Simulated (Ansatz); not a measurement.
Defect migration in rutile TiO2: interstitial Na, charge state +1. All values below come from PBE, PAW (plane waves to 420 eV; Ansatz, a first-principles code).

72-site cell at the relaxed PBE lattice, one k-point at (0.250, 0.250, 0.250), smearing 0.01 eV, spin-restricted, no finite-size correction. Energies are static. The charge state is imposed; whether it is stable for some Fermi level was not computed. Sites that were not tried may lie lower.

Barriers: single points on a 2×2×2 k-point mesh shifted by half a step at the bands' geometries.

Relaxed starting cell (atoms counted from 1):

```xyz
73
Lattice="9.2870 0.0000 0.0000 0.0000 9.2870 0.0000 0.0000 0.0000 8.8914" Properties=species:S:1:pos:R:3 pbc="T T T"
Ti    -0.1107     2.0624    -0.0017
Ti     0.0494    -0.0017     2.9210
Ti     0.0453    -0.0079     5.9656
Ti    -0.0497     4.9537     0.0094
Ti    -0.0110     4.5273     2.9524
Ti     0.0261     4.5206     5.9665
Ti     4.6153     0.0152     0.0097
Ti     4.6072    -0.0954     3.0147
Ti     4.6400    -0.1190     5.8829
Ti     4.6317     4.7719     0.0009
Ti     4.7054     4.6948     3.0241
Ti     4.6901     4.6927     5.8680
Ti     2.5135     2.3902     1.5247
Ti     2.2847     2.2350     4.4450
Ti     2.5308     2.3553     7.3635
Ti     2.3848     6.9729     1.5401
Ti     2.1857     6.8676     4.4531
Ti     2.3997     6.9932     7.3734
Ti     6.7331     2.3295     1.5528
Ti     7.0848     2.2428     4.4488
Ti     6.7396     2.3432     7.3330
Ti     6.9298     7.0480     1.4877
Ti     7.0957     6.8964     4.4536
Ti     6.9330     7.0272     7.4193
O      1.5964     1.3895     0.0010
O      1.4529     1.4305     2.9496
O      1.4534     1.4294     5.9435
O      1.3829     6.1430     0.0016
O      1.4768     5.9213     2.9816
O      1.4730     5.9156     5.9137
O      6.0326     1.4003    -0.0017
O      6.0592     1.3821     2.9847
O      6.0640     1.3774     5.9090
O      6.0428     6.0002    -0.0007
O      6.0708     6.0514     2.9919
O      6.0724     6.0486     5.8986
O      0.7769     3.6059     1.3600
O      0.8467     3.6653     4.4464
O      0.7703     3.6017     7.5292
O      1.0302     8.2395     1.8534
O      0.9015     8.3736     4.4459
O      1.0369     8.2378     7.0345
O      5.4950     3.7187     1.4918
O      5.5194     3.7302     4.4468
O      5.4937     3.7198     7.4000
O      5.5068     8.3649     1.4639
O      5.5580     8.3844     4.4406
O      5.5094     8.3601     7.4309
O      3.7707     0.9278     1.5027
O      3.7361     0.8776     4.4500
O      3.7740     0.9214     7.3864
O      3.7478     5.5583     1.4847
O      3.7589     5.5508     4.4450
O      3.7451     5.5577     7.4073
O      8.4616     1.1149     1.4315
O      8.4053     0.9425     4.4453
O      8.4653     1.1127     7.4607
O      8.4052     5.5896     1.5446
O      8.4162     5.5417     4.4423
O      8.4089     5.5864     7.3520
O      3.2411     3.2791    -0.0017
O      3.2110     3.2644     2.9908
O      3.2110     3.2645     5.9044
O      3.1796     7.9123     0.0040
O      3.2880     7.8072     3.0129
O      3.2962     7.7994     5.8799
O      7.7645     3.3267     0.0002
O      7.8116     3.2559     2.9673
O      7.8100     3.2565     5.9240
O      7.7279     7.7781     0.0018
O      7.8317     7.9222     2.9522
O      7.8317     7.9224     5.9412
Na     0.2910     8.7167    -0.0021
```
Cell charge +1.

End state 1 differs by these moves (Å; atoms that move under 0.15 Å are left out):

| atom | element | Δx | Δy | Δz |
|---|---|---|---|---|
| 1 | Ti | 0.14 | -1.72 | 0.01 |
| 4 | Ti | 0.04 | -0.64 | 0.00 |
| 5 | Ti | -0.09 | 0.21 | -0.04 |
| 6 | Ti | -0.05 | 0.25 | 0.02 |
| 9 | Ti | -0.02 | 0.16 | -0.02 |
| 10 | Ti | 0.07 | -0.20 | -0.01 |
| 14 | Ti | -0.14 | 0.18 | -0.02 |
| 15 | Ti | -0.16 | -0.01 | -0.04 |
| 16 | Ti | 0.08 | -0.15 | -0.08 |
| 18 | Ti | 0.15 | -0.07 | 0.04 |
| 19 | Ti | 0.14 | -0.10 | -0.02 |
| 21 | Ti | 0.19 | -0.04 | -0.01 |
| 23 | Ti | -0.11 | 0.13 | -0.01 |
| 24 | Ti | -0.18 | -0.01 | -0.01 |
| 25 | O | -0.18 | 0.13 | 0.00 |
| 28 | O | 0.32 | -0.24 | 0.00 |
| 29 | O | -0.05 | 0.14 | -0.03 |
| 30 | O | -0.04 | 0.16 | 0.05 |
| 37 | O | 0.12 | 0.10 | 0.18 |
| 39 | O | 0.14 | 0.11 | -0.17 |
| 40 | O | -0.17 | 0.16 | -0.44 |
| 42 | O | -0.14 | 0.19 | 0.43 |
| 55 | O | -0.07 | -0.16 | 0.11 |
| 57 | O | -0.07 | -0.17 | -0.10 |
| 67 | O | 0.12 | -0.19 | 0.00 |
| 70 | O | -0.13 | 0.26 | 0.00 |
| 73 | Na | -0.29 | -1.75 | -0.08 |

**Question.** Estimate the forward and backward barriers to end state 1 that PBE, PAW returns for this input.

**Answer.** forward 0.86 eV, backward 0.73 eV; at the saddle point atom 73 has neighbours O at 1.99, O at 2.06, O at 2.13, O at 2.14, O at 2.39, O at 2.42 Å. The saddle point's order was not checked.
